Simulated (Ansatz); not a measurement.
**Point defect Al_Si in 4H silicon carbide**

These are PBE, PAW (plane waves to 420 eV; Ansatz, an electronic-structure program) values and carry that method's errors. A 3×2×1 supercell of 96 sites was used; the energies come from a 2×2×2 shifted sampling of its zone. Site at the start: the Si(h) site. Finite-size correction: monopole term and site-potential alignment. Dielectric constants: PBE linear response of the host. Host gap at this level: 2.23 eV. A cell of this size leaves errors of a few tenths of an eV. The semilocal functional narrows the gap, so deep levels can fall outside it. Spin–orbit coupling is left out. Each state is the lowest found from its start.

Formation energies E_f are given with the Fermi level at the valence-band maximum. Chemical conditions: C-rich (Δμ(Si) = -0.41 eV, Δμ(Al) = -0.16 eV, bounded by Al4C3 (R-3m); only phases computed here count, gases as isolated molecules at 0 K). Reference phases: Al: fcc Al, Si: silicon.

```json
[
 {"charge": "+1*", "moment (μB)": "not spin-polarised", "largest move off a lattice site (Å)": "0.10", "image correction with alignment (eV)": "–", "E_f, C-rich (eV)": "–"},
 {"charge": "0*", "moment (μB)": "fractional", "largest move off a lattice site (Å)": "0.09", "image correction with alignment (eV)": "–", "E_f, C-rich (eV)": "–"},
 {"charge": "−1", "moment (μB)": "not spin-polarised", "largest move off a lattice site (Å)": "0.09", "image correction with alignment (eV)": "0.20", "E_f, C-rich (eV)": "1.56"}
]
```

* At this level the carrier isn't localised at the defect: at charge +1 holes occupy the valence band; at charge 0 holes occupy the valence band. Such a state is shallow or no state of the defect, and this cell gives it no level.

No other site or start that was run ended lower by more than 0.1 eV.

Flagged in the runs: a host whose relaxation on this sampling wasn't shown to rest.
